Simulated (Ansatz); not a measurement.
Si (Fd-3m), HSE06, rigid bands (Ansatz, a program for electronic structure): N_v = 3.38e19 cm⁻³ at 300 K and a hole conductivity mass of 0.324 mₑ.

Problem. For 1e17 holes per cm³ at 300 K, place the Fermi level, estimate the Seebeck coefficient of a parabolic band with constant τ, and give mobility and conductivity for τ = 20 fs.

Solution. The level lies k_BT ln(N_v/p) = 0.151 eV above the valence-band maximum. S ≈ +(k_B/e)[ln(N_v/p) + 5/2] = 717 μV/K, against 711 μV/K from the full bands (mean over directions). μ = eτ/m = 109 cm²/(V·s) and σ = peμ = 1.74 S/cm. τ is assumed, not computed.

Band transport and this doping are assumed; polarons and phonon drag are left out. Spin-orbit coupling is left out; where it splits the top of the valence band, N_v and the p-type Seebeck coefficient come out somewhat high without it. Geometry: cell and atoms relaxed with PBEsol.
